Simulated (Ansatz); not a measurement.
Base system: Bi₂Se₃ in the Bi2Te3 type structure (space group R-3m, No. 166; a = 4.082 Å, c = 27.664 Å (hexagonal axes)).

All numbers come from Kohn–Sham DFT with the PBEsol-D3(BJ) functional, run in Ansatz (a first-principles code) with PAW and 420 eV plane waves, no spin-orbit coupling, earlier PAW set.

Base values:

- Lattice parameter a: 4.082 Å
- c/a ratio: 6.778

One thing is altered: a hydrostatic pressure of 4.2 GPa.

What does the calculation give for the lattice parameter a and c/a ratio after the change?

The lattice parameter a decreases by 0.0830 Å to 3.998 Å; the c/a ratio shrinks by 0.031, from 6.778 to 6.747.

Load acts through the strain it causes; cell and atoms are relaxed under it. Whether these cells are dynamically stable was not tested. All final runs are without spin polarisation.
